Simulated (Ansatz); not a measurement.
## BeSe (model structure, started from the CsCl type, Pm-3m, No. 221, 2 atoms in the cell)

Computed with LDA (PAW; Ansatz, an electronic-structure program).

Numerical settings: plane-wave cutoff 520 eV, 20×20×20 k mesh, Fermi–Dirac smearing 0.05 eV, scalar-relativistic PAW data made under PBE.

Cell (relaxed at this level):

BeSe is modelled in the cubic space group Pm-3m (No. 221), the CsCl type structure, Pearson symbol cP2. Cell: a = b = c = 3.0453 Å, α = β = γ = 90.00°. Be on 1a is coordinated by 8 Se at 2.637 Å (cubic). Se on 1b has 8 Be at 2.637 Å and 6 Se at 3.045 Å. (Neighbours: up to the widest gap in distance over summed covalent radii, below 1.35, at either atom; cation-cation and far metal-metal contacts left out.)

```yaml
band_gap: none
bulk modulus B0: 85.1 GPa
```

Note: the bulk modulus is −V dP/dV from two relaxed cells at ±2 % in volume; the relaxation could raise the start's symmetry but not lower it, so the cell can be a saddle point.

Spin–orbit coupling is not included.

The computed numbers hold no vibrational or temperature effects.

Computing time: very roughly 40 core-seconds.

A model structure was made by putting elements into a prototype or built by hand; it is no filed structure, need not be a known phase, and can be a saddle point held by its symmetry.
